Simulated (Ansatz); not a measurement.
Results of r²SCAN-D4 (Ansatz, an electronic-structure program, PAW) for SnO (Pmn2₁, No. 31, 4 atoms in the cell; start mp-545552; a measured phase of this formula has another space group).

Numerical settings: plane-wave cutoff 500 eV, 12×8×10 k mesh (along the axes of the cell as run), gaussian smearing 0.02 eV, scalar-relativistic PAW data made under PBE.

Cell (relaxed at this level):

```cif
data_O2Sn2
_chemical_formula_sum 'Sn2 O2'
_space_group_name_H-M_alt 'Pmn21'
_space_group_IT_number 31
_space_group_name_Hall 'P 2ac -2'
_cell_length_a 3.29958
_cell_length_b 5.73669
_cell_length_c 4.14493
_cell_angle_alpha 90.000
_cell_angle_beta 90.000
_cell_angle_gamma 90.000
loop_
_atom_site_label
_atom_site_type_symbol
_atom_site_symmetry_multiplicity
_atom_site_Wyckoff_symbol
_atom_site_fract_x
_atom_site_fract_y
_atom_site_fract_z
_atom_site_occupancy
Sn1 Sn 2 a 0.00000 0.22791 0.51023 1
O1 O 2 a 0.50000 0.10123 0.23977 1
```

**Question.** Estimate the band gap that the calculation returns.

**Answer.** 
- band gap = 1.73 eV (on the SCF k mesh)

Note: the relaxation could not lower the start's symmetry, so the cell can be a saddle point above a distorted one.

Spin–orbit coupling is not included.

Computed values are for the static lattice.

It cost about 7 core-minutes (a rough figure) of CPU time.

A start named mp-… is a Materials Project structure, which need not be a measured phase.
